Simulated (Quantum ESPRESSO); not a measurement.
A self-consistent single point of TiAl3 (I4/mmm, 4 atoms in the cell) with Quantum ESPRESSO.

Computed with PBEsol, SSSP 1.1.2 efficiency (PBE) pseudopotentials (plane waves; Quantum ESPRESSO).

```
CELL_PARAMETERS angstrom
     -1.90766     1.90766     4.27297
      1.90766    -1.90766     4.27297
      1.90766     1.90766    -4.27297
ATOMIC_POSITIONS crystal
  Ti 0.00000 0.00000 0.00000
  Al 0.50000 0.50000 0.00000
  Al 0.75000 0.25000 0.50000
  Al 0.25000 0.75000 0.50000
```

Reference input (self-consistent single point, DFT, PBEsol, plane waves, SSSP 1.1.2 efficiency (PBE) pseudopotentials): ecutwfc = 50 Ry; ecutrho = 400 Ry; occupations = smearing; smearing = mp; degauss = 0.019992 Ry; input_dft = pbesol; potentials = {Ti: ti_pbe_v1.4.uspp.F.UPF, Al: Al.pbe-n-kjpaw_psl.1.0.0.UPF}; K_POINTS = automatic 12 12 12 0 0 0; conv_thr = 1e-11 Ry; mixing_beta = 0.3. This run's input differs from it in these lines:

```diff
@@ -15,4 +15,4 @@
   occupations = 'smearing'
-  smearing = 'mp'
-  degauss = 0.019992
+  smearing = 'fd'
+  degauss = 0.0147
   input_dft = 'pbesol'
```

Output, abridged:

```
     Self-consistent Calculation

     iteration #  1     ecut=    50.00 Ry     beta= 0.30

     Threshold (ethr) on eigenvalues was too large:
     Diagonalizing with lowered threshold

     negative rho (up, down):  1.173E-03 0.000E+00

     total energy              =    -234.83190594 Ry
     estimated scf accuracy    <       0.14462790 Ry

     iteration #  2     ecut=    50.00 Ry     beta= 0.30

     negative rho (up, down):  9.063E-04 0.000E+00

     total energy              =    -234.83997162 Ry
     estimated scf accuracy    <       0.04012249 Ry

     iteration #  3     ecut=    50.00 Ry     beta= 0.30

     negative rho (up, down):  7.478E-04 0.000E+00

     total energy              =    -234.83819138 Ry
     estimated scf accuracy    <       0.01098432 Ry

   [... 13 blocks of this kind left out ...]

     iteration # 17     ecut=    50.00 Ry     beta= 0.30

     negative rho (up, down):  6.213E-04 0.000E+00

     total energy              =    -234.84000842 Ry
     estimated scf accuracy    <          2.1E-11 Ry

     iteration # 18     ecut=    50.00 Ry     beta= 0.30

     negative rho (up, down):  6.213E-04 0.000E+00
     End of self-consistent calculation

     Number of k-points >= 100: set verbosity='high' to print the bands.

     the Fermi energy is     9.7411 ev

!    total energy              =    -234.84000842 Ry
     estimated scf accuracy    <          4.8E-14 Ry
     smearing contrib. (-TS)   =      -0.01709646 Ry
     internal energy E=F+TS    =    -234.82291195 Ry

     convergence has been achieved in  18 iterations

     negative rho (up, down):  6.213E-04 0.000E+00

     Forces acting on atoms (cartesian axes, Ry/au):

     atom    1 type  1   force =     0.00000000    0.00000000    0.00000000
   [... zero for the other atoms too ...]

     Total force =     0.000000     Total SCF correction =     0.000000

     negative rho (up, down):  6.213E-04 0.000E+00
          total   stress  (Ry/bohr**3)                   (kbar)     P=        5.05
   0.00005866  -0.00000000  -0.00000000            8.63       -0.00       -0.00
  -0.00000000   0.00005866  -0.00000000           -0.00        8.63       -0.00
  -0.00000000  -0.00000000  -0.00001439           -0.00       -0.00       -2.12

   JOB DONE.
```

The run converged in 18 iterations. Against the reference run the free energy drops by 29.0 meV/atom and the pressure goes from 0.23 to 0.50 GPa.

The starting cell comes from a database of computed structures (which also holds hypothetical and non-ambient phases and stackings), without a prior relaxation at this level. Its lattice was rescaled by a random factor within 2.5 % of one. Spin polarisation is off.

Cost on one core of a shared machine: roughly 6 min.
